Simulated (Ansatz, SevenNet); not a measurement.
For ZnIn2O4 (model structure, started from the defect chalcopyrite type, I-4, No. 82, 7 atoms in the cell), the machine-learned potential SevenNet-l3i5 (trained on PBE and PBE+U data) gives:

| Quantity | Result |
|---|---|
| lattice parameter a | 4.811 Å |
| lattice parameter c | 10.080 Å |

Task: What does r²SCAN (Ansatz, a program for electronic structure, PAW) give for the same quantities?

Result: 
- lattice constant a: 4.699 Å (decreases by 2.3 %)
- lattice parameter c: 10.049 Å (decreases by 0.3 %)

Changes are worked out from the printed values.

Unless a cell is named, each level is at its own relaxed cell (SevenNet-l3i5 16.66, r²SCAN 15.85 Å³/atom).

Ansatz's density-functional and Hartree–Fock values are scalar-relativistic unless marked +SOC, with PAW data made under PBE.

A model structure was made by putting elements into a prototype or built by hand; it is no filed structure, need not be a known phase, and can be a saddle point held by its symmetry.
